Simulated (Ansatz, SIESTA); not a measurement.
# Code comparison for Sc3Al (P1, 8 atoms in the cell)

Self-consistent single point, at a second geometry (atoms moved at random). First geometry:

```
Sc3Al
1.0
    6.17693     0.00000     0.00000
   -3.08847     5.34938     0.00000
    0.00000     0.00000     4.97099
Sc Al
6 2
Direct
  0.82880   0.17120   0.75000
  0.17120   0.82880   0.25000
  0.65760   0.82880   0.25000
  0.34240   0.17120   0.75000
  0.82880   0.65760   0.75000
  0.17120   0.34240   0.25000
  0.66667   0.33333   0.25000
  0.33333   0.66667   0.75000
```
Moments meant for the start (each program seeds them in its own way; μB, in the order of the atoms Sc Sc Sc Sc Sc Sc Al Al): 1.0 1.0 1.0 1.0 1.0 1.0 0.0 0.0.

Second geometry:
```
CELL_PARAMETERS angstrom
      6.17693     0.00000     0.00000
     -3.08847     5.34938     0.00000
      0.00000     0.00000     4.97099
ATOMIC_POSITIONS crystal
  Sc 0.82861 0.16952 0.74313
  Sc 0.16337 0.81473 0.24870
  Sc 0.65471 0.83115 0.24711
  Sc 0.34003 0.17269 0.74564
  Sc 0.82742 0.65410 0.75205
  Sc 0.17751 0.35275 0.25089
  Al 0.66692 0.33580 0.25605
  Al 0.34143 0.66925 0.75644
```
Moments meant for the start (each program seeds them in its own way; μB, in the order of the atoms Sc Sc Sc Sc Sc Sc Al Al): 1.0 1.0 1.0 1.0 1.0 1.0 0.0 0.0.

Shared settings, as Ansatz (a quantum-chemistry and plane-wave program) writes them: kpoints.mp_grid.grid = 3 3 3; scf.occupations.method = fermi_dirac; scf.occupations.width = 0.05 eV. Potentials and cutoffs stand in the table.

```csv
code,model,ΔF from the first geometry (meV/atom),pressure (GPa),largest force (eV/Å),cutoff
Ansatz,"LDA (PW92), PAW files made with PBE",7.0,-1.42,0.529,default
SIESTA,"LDA PW92, numerical atomic orbitals DZP, PseudoDojo LDA standard norm-conserving potentials (rewritten from UPF to PSML)",6.9,-2.31,0.517,grid 300 Ry
```

Size of the force on each atom (eV/Å): Sizes of forces hide their directions.

| code | Sc1 | Sc2 | Sc3 | Sc4 | Sc5 | Sc6 | Al7 | Al8 |
|---|---|---|---|---|---|---|---|---|
| Ansatz | 0.282 | 0.529 | 0.278 | 0.248 | 0.041 | 0.468 | 0.252 | 0.334 |
| SIESTA | 0.267 | 0.517 | 0.276 | 0.238 | 0.044 | 0.465 | 0.247 | 0.325 |

On Ansatz's run: the starting moments vanished: the run ended non-magnetic. The program warned that a starting moment was not kept.

The spread over the programs that give each value: ΔF from the first geometry within 0.1 meV/atom; pressure within 0.89 GPa; largest force within 0.012 eV/Å.

SIESTA uses small atom-centred bases, whose incompleteness enters pressures, forces and empty levels differently from a plane-wave cutoff. Ansatz's pressure is given at a fixed set of plane waves, as the other plane-wave codes print theirs.

The shared mesh is coarse (it stands for a supercell whose shortest vector is 15 Å), so the values are not converged in it.

The starting cell comes from a database of computed structures (which also holds hypothetical and non-ambient phases and stackings), without a prior relaxation at this level. Its lattice was rescaled by a random factor within 2.5 % of one. For this run, on top of that: atoms moved at random.

Keys are those of Ansatz 0.2.
